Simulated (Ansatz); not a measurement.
**A computed series for AgCl: response to strain**

The parent structure is AgCl in the rock salt structure (space group Fm-3m, No. 225).

```yaml
crystal:
  lattice:
    - [0.00000, 2.72374, 2.72374]
    - [2.72374, 0.00000, 2.72374]
    - [2.72374, 2.72374, 0.00000]
  atoms:
    - { symbol: Ag, position: [0.00000, 0.00000, 0.00000] }
    - { symbol: Cl, position: [0.50000, 0.50000, 0.50000] }
```

Cartesian axes are those of the cell as printed.

Strains are applied to the cell and any free atomic positions relax; under biaxial strain the out-of-plane vector relaxes too.

Method: PBEsol (Ansatz, a first-principles code; PAW; 420 eV plane waves; without spin-orbit coupling).

Candidates:
(a) biaxial strain +1.00 %, plane normal [001], relaxed out of plane
(b) biaxial strain +3.00 %, plane normal [001], relaxed out of plane
(c) biaxial strain +0.50 %, plane normal [001], relaxed out of plane
(d) biaxial strain −1.50 %, plane normal [001], relaxed out of plane

Base values:

- Band gap = 0.72 eV

### Question
Order them by band gap, lowest first.

### Answer
(b) biaxial strain +3.00 %, plane normal [001], relaxed out of plane (0.57 eV), (d) biaxial strain −1.50 %, plane normal [001], relaxed out of plane (0.62 eV), (a) biaxial strain +1.00 %, plane normal [001], relaxed out of plane (0.66 eV), (c) biaxial strain +0.50 %, plane normal [001], relaxed out of plane (0.69 eV)

Stability against distortions was not tested.
